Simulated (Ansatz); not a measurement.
The reference is GaP in the zinc blende structure (space group F-43m, No. 216; a = 5.506 Å).

Computed with Kohn–Sham DFT with the PBE functional, run in Ansatz (an electronic-structure program) with PAW and 420 eV plane waves, no spin-orbit coupling.

One change was made to it. Results:

| quantity | base | after |
|---|---|---|
| band gap | 1.58 eV | zero |
| shortest interatomic distance | 238.4 pm | 256.4 pm |

Q: Name the change that was made.
A) P → W
B) P → Al
C) P → N

A: B, P → Al. For comparison, the shortest interatomic distance in the other runs: P → W gives 247.9 pm; P → N gives 197.0 pm.

Stability against distortions was not tested. As relaxed here, AlGa and GaW are hypothetical phases, not in the database extracts checked. All final runs are without spin polarisation. An odd electron count without spin: GaW. GaW has a high density of states at the Fermi level and may be magnetic at this level. This is not the structure that GaN has at room temperature and ambient pressure.
